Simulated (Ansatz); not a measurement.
An Ansatz (a program for electronic structure) run: hypothetical Fm-3m WGe2 with a change (Ge → Pb); plane-wave PAW DFT at the PBE level (Ansatz, 420 eV), no spin-orbit coupling, earlier PAW set.

Input:

Ansatz 0.2 input:
```yaml
crystal:
  lattice:
    - [0, 3.4246595353, 3.4246595353]
    - [3.4246595353, 0, 3.4246595353]
    - [3.4246595353, 3.4246595353, 0]
  atoms:
    - { symbol: W, position: [0, 0, 0] }
    - { symbol: Pb, position: [0.25, 0.25, 0.25] }
    - { symbol: Pb, position: [0.75, 0.75, 0.75] }
basis: { ecutwfc: 420, ecutrho_ratio: 4, xc_grid: 2, fft_grid_basis: typed }
kpoints: { mp_grid: { grid: [12, 12, 12] } }
hamiltonian:
  xc: pbe
  dispersion: none
  pseudopotentials: { azcp: { folder: ./paw }, kind: paw }
scf: { occupations: { method: fermi_dirac, width: 0.05 }, convergence: { dr2_threshold: 0.0000000003 } }
output: { forces: true, stress: true }
checkpoint: { write: state.ck, write_every: 1000 }
```

Output (explanatory and most iteration lines left out):

```
Pseudopotential: W, paw, valence charge 14
Pseudopotential: Pb, paw, valence charge 14
Crystal: 3 atoms, lattice volume = 80.331 Å³
Basis set: ecut = 420 eV, 1471 PW (Γ), exchange–correlation on 72×72×72 points (8 copies of the dense FFT grid, shifted against one another)
Bands: 25, of which v1, the nominal top of the filled ones, is band 21 counted from 1 (20 counted from 0)
Symmetry: 48 space group operations
Space group: Fm-3m (ITA 225), of the structure as read, at distance tolerance 4.3e-5 Å
k-points: 72 of 1728
Functional: x = pbe(κ = 0.804, μ = 0.2195149727645171), c = pbe(β = 0.06672455060314922)
SCF iter   1: F=—  HF=-34200.097865 eV  |F-HF|=—  |Δ(HF+E_count)|=         —  Δρ=2.62e-2  dr2=1.29e0  ethr=3.10e-3  ⟨swp⟩=6.5  Hψ=7890  notcnv=0
SCF iter   2: F=—  HF=-34199.880055 eV  |F-HF|=—  |Δ(HF+E_count)|=   2.18e-1  Δρ=1.51e-2  dr2=1.98e-1  ethr=3.08e-3  ⟨swp⟩=2.0  Hψ=2606  notcnv=0
SCF 1 converged in 11 iterations: F = -34199.852137 eV  dr2 = 6.39e-11
SCF converged after 11 iterations
Free energy (F): -34199.852137 eV
Internal energy: -34199.804754 eV  (E = F + TS)
E sigma→0 (E₀):  -34199.828446 eV
Entropy (-TS):   -0.047383 eV (-15.794 meV/atom)
Fermi energy:    12.325028 eV
--- Forces (eV/Å), atoms counted from 1 ---
  atom   1  W     -0.00000000     0.00000000     0.00000000
  atom   2  Pb     0.00000000     0.00000000     0.00000000
  atom   3  Pb     0.00000000    -0.00000000     0.00000000
--- Stress (GPa, compression-positive) ---
       -0.000342      -0.000000      -0.000000
       -0.000000      -0.000342       0.000000
        0.000000       0.000000      -0.000342
  P = ⅓ Tr σ = -0.0003 GPa (-0.003 kbar)
```

No phonon test of stability was made. The final runs are not spin-polarised. The cell was made from WGe2 by this change: Ge → Pb; the result is a hypothetical phase, not in the database extracts checked. Pb2W has a high density of states at the Fermi level and may be magnetic at this level.
